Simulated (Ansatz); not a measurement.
The parent structure is HfN in the rock salt structure (space group Fm-3m, No. 225; a = 4.502 Å; relaxed with 0.1 eV smearing). Axes: x, y, z lie along the cube axes.

Level of theory: PBEsol in Ansatz (plane waves to 420 eV, PAW, no SOC).

Before the change:

The pressure comes out as 0.0 GPa and the shortest interatomic distance is 2.251 Å.

Modification: biaxial strain +1.55 %, plane normal [001], relaxed out of plane (Cartesian); in-plane vectors clamped, the third vector and the atoms free.

**Question.** How does this affect the pressure, shortest interatomic distance and out-of-plane strain?

**Answer.** The pressure (mean of the normal stresses, compression positive) goes from zero to -6.6 GPa; the shortest interatomic distance shrinks by 0.012 Å (2.251 Å → 2.239 Å); the out-of-plane strain is -0.53 %.

Stability against distortions was not tested. The final runs are not spin-polarised. An odd electron count without spin: HfN.

Ansatz is a first-principles code.
